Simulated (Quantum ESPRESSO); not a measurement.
```yaml
crystal:
  lattice:
    - [-3.18829, 3.18829, 2.68715]
    - [3.18829, -3.18829, 2.68715]
    - [3.18829, 3.18829, -2.68715]
  atoms:
    - { symbol: Zr, position: [0.91755, 0.41755, 0.83510] }
    - { symbol: Zr, position: [0.41755, 0.58245, 0.50000] }
    - { symbol: Zr, position: [0.58245, 0.08245, 0.16490] }
    - { symbol: Zr, position: [0.08245, 0.91755, 0.50000] }
    - { symbol: Co, position: [0.00000, 0.00000, 0.00000] }
    - { symbol: Ni, position: [0.50000, 0.50000, 0.00000] }
```

Computed with LDA (PZ), GBRV 1.5 ultrasoft (LDA) pseudopotentials (plane waves; Quantum ESPRESSO 7.5).

The set-up and first iterations of a Quantum ESPRESSO log for Zr4CoNi (I422, 6 atoms in the cell):

```
     Message from routine setup:
     using ibrav=0 with symmetry is DISCOURAGED, use correct ibrav instead
     G-vector sticks info
     --------------------
     sticks:   dense  smooth     PW     G-vecs:    dense   smooth      PW
     Sum        2759    1381    385                99641    35255    5337

     bravais-lattice index     =            0
     lattice parameter (alat)  =       9.9190  a.u.
     unit-cell volume          =     737.3301 (a.u.)^3
     number of atoms/cell      =            6
     number of atomic types    =            3
     number of electrons       =        83.00
     number of Kohn-Sham states=           50
     kinetic-energy cutoff     =      50.0000  Ry
     charge density cutoff     =     400.0000  Ry
     scf convergence threshold =      1.0E-10
     mixing beta               =       0.7000
     number of iterations used =            8  plain     mixing
     Exchange-correlation=  SLA  PZ   NOGX NOGC
   [... lines left out ...]
         5        Co     tau(   5) = (   0.0000000   0.0000000   0.0000000  )
         6        Ni     tau(   6) = (   0.0000000   0.0000000   0.5119433  )

   Crystallographic axes

     site n.     atom                  positions (cryst. coord.)
         1        Zr     tau(   1) = (  0.9175500  0.4175500  0.8351000  )
         2        Zr     tau(   2) = (  0.4175500  0.5824500  0.5000000  )
         3        Zr     tau(   3) = (  0.5824500  0.0824500  0.1649000  )
         4        Zr     tau(   4) = (  0.0824500  0.9175500  0.5000000  )
         5        Co     tau(   5) = (  0.0000000  0.0000000  0.0000000  )
         6        Ni     tau(   6) = (  0.5000000  0.5000000  0.0000000  )

     number of k points=    11  Methfessel-Paxton smearing, width (Ry)=  0.0147
                       cart. coord. in units 2pi/alat
        k(    1) = (   0.2057890   0.2057890   0.2441677), wk =   0.2500000
        k(    2) = (   0.4115780   0.4115780   0.2441677), wk =   0.1250000
        k(    3) = (   0.0000000   0.0000000   0.2441677), wk =   0.0625000
   [... 8 lines left out ...]

     Dense  grid:    99641 G-vectors     FFT dimensions: (  64,  64,  64)

     Smooth grid:    35255 G-vectors     FFT dimensions: (  45,  45,  45)

     Initial potential from superposition of free atoms

     starting charge      79.9928, renormalised to      83.0000

     negative rho (up, down):  2.494E-01 0.000E+00
     Self-consistent Calculation

     iteration #  1     ecut=    50.00 Ry     beta= 0.70

---- Real-time Memory Report at c_bands before calling an iterative solver
           370 MiB given to the printing process from OS
           111 MiB allocation reported by mallinfo(arena+hblkhd)
------------------

     negative rho (up, down):  2.380E-01 0.000E+00

     total energy              =   -1014.16050357 Ry
     estimated scf accuracy    <      32.27388620 Ry

     iteration #  2     ecut=    50.00 Ry     beta= 0.70

---- Real-time Memory Report at c_bands before calling an iterative solver
           422 MiB given to the printing process from OS
           136 MiB allocation reported by mallinfo(arena+hblkhd)
------------------

     negative rho (up, down):  2.384E-01 0.000E+00

     total energy              =   -1034.33458283 Ry
     estimated scf accuracy    <     142.25000182 Ry

     iteration #  3     ecut=    50.00 Ry     beta= 0.70

---- Real-time Memory Report at c_bands before calling an iterative solver
           428 MiB given to the printing process from OS
           142 MiB allocation reported by mallinfo(arena+hblkhd)
------------------

     negative rho (up, down):  2.438E-01 0.000E+00

     total energy              =   -1038.03362822 Ry
     estimated scf accuracy    <      24.48988062 Ry
```

Problem. Will this run converge, and how will it end?

Solution. The run converged in 29 iterations. Convergence of the loop says nothing yet on basis, mesh or lower states. It ends on: free energy E − TS -14134.4687 eV; Fermi level (on the code's own zero) 15.26 eV; pressure -8.14 GPa; largest force (vector length) 0.104 eV/Å. The log goes on:

```
   [... 24 blocks of this kind left out ...]

     iteration # 28     ecut=    50.00 Ry     beta= 0.70

---- Real-time Memory Report at c_bands before calling an iterative solver
           436 MiB given to the printing process from OS
           151 MiB allocation reported by mallinfo(arena+hblkhd)
------------------

     negative rho (up, down):  2.445E-01 0.000E+00

     total energy              =   -1038.86428806 Ry
     estimated scf accuracy    <          1.8E-10 Ry

     iteration # 29     ecut=    50.00 Ry     beta= 0.70

---- Real-time Memory Report at c_bands before calling an iterative solver
           436 MiB given to the printing process from OS
           151 MiB allocation reported by mallinfo(arena+hblkhd)
------------------

     negative rho (up, down):  2.445E-01 0.000E+00
     End of self-consistent calculation

     the Fermi energy is    15.2557 ev

!    total energy              =   -1038.86428806 Ry
     estimated scf accuracy    <          3.1E-12 Ry
     smearing contrib. (-TS)   =       0.00047715 Ry
     internal energy E=F+TS    =   -1038.86476521 Ry

     convergence has been achieved in  29 iterations

     negative rho (up, down):  2.445E-01 0.000E+00

     Forces acting on atoms (cartesian axes, Ry/au):

     atom    1 type  1   force =     0.00284742    0.00284742   -0.00000000
     atom    2 type  1   force =    -0.00284742    0.00284742    0.00000000
     atom    3 type  1   force =    -0.00284742   -0.00284742   -0.00000000
     atom    4 type  1   force =     0.00284742   -0.00284742    0.00000000
     atom    5 type  2   force =    -0.00000000    0.00000000    0.00000000
     atom    6 type  3   force =     0.00000000    0.00000000    0.00000000

     Total force =     0.008054     Total SCF correction =     0.000000

     negative rho (up, down):  2.445E-01 0.000E+00
          total   stress  (Ry/bohr**3)                   (kbar)     P=      -81.41
  -0.00049418  -0.00000000   0.00000000          -72.70       -0.00        0.00
   0.00000000  -0.00049418   0.00000000            0.00      -72.70        0.00
   0.00000000  -0.00000000  -0.00067192            0.00       -0.00      -98.84

   JOB DONE.
```

For comparison: a first run was changed to give this one (K_POINTS: automatic 5 5 5 1 1 1 → automatic 4 4 4 1 1 1), and from it to this one the free energy drops by 1.6 meV/atom, the pressure goes from -8.03 to -8.14 GPa and the largest force goes from 0.037 to 0.104 eV/Å.

The starting cell comes from a database of computed structures (which also holds hypothetical and non-ambient phases and stackings), without a prior relaxation at this level. Spin polarisation is off. With a pressure of about -8 GPa the cell is away from its equilibrium volume at this level.

The run was DFT, LDA (PZ), plane waves, GBRV 1.5 ultrasoft (LDA) pseudopotentials. Main settings of its input:

```
setting                                                                                   value
-----------  ----------------------------------------------------------------------------------
ecutwfc                                                                                   50 Ry
ecutrho                                                                                  400 Ry
occupations                                                                            smearing
smearing                                                                                     mp
degauss                                                                               0.0147 Ry
potentials   {Zr: zr_lda_v1.uspp.F.UPF, Co: co_lda_v1.2.uspp.F.UPF, Ni: ni_lda_v1.4.uspp.F.UPF}
K_POINTS                                                                  automatic 4 4 4 1 1 1
conv_thr                                                                               1e-10 Ry
```
